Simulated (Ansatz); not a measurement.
We consider CsCl-type RuAl, described by r²SCAN+rVV10 (PAW; Ansatz, a program for electronic structure).

Settings: plane-wave cutoff 560 eV, 18×18×18 k mesh, Fermi–Dirac smearing 0.05 eV, no spin polarisation, scalar-relativistic PAW data made under PBE.

A third-order Birch–Murnaghan fit to the energies gives V0 = 13.179 Å³/atom, B0 = 225 GPa, B′ = 4.4.

| V (Å³/atom) | P (GPa) |
|---|---|
| 12.388 | (withheld) |
| 12.651 | (withheld) |
| 12.915 | 4.76 |
| 13.178 | 0.01 |
| 13.442 | (withheld) |
| 13.705 | (withheld) |
| 13.969 | -11.55 |

### Question
Estimate the withheld pressures from this fit; the answers are the runs' own values.

### Answer

- 12.388, P (GPa): 15.94
- 12.651, P (GPa): 10.05
- 13.442, P (GPa): -4.26
- 13.705, P (GPa): -8.10

The formula P = (3/2) B0 (x^(7/3) − x^(5/3)) [1 + (3/4)(B′ − 4)(x^(2/3) − 1)] with x = V0/V meets the computed pressures within 0.03 GPa when these rounded values are put in.

The computed numbers hold no vibrational or temperature effects.

Cost on a shared machine: about 90 core-seconds (a rough figure).
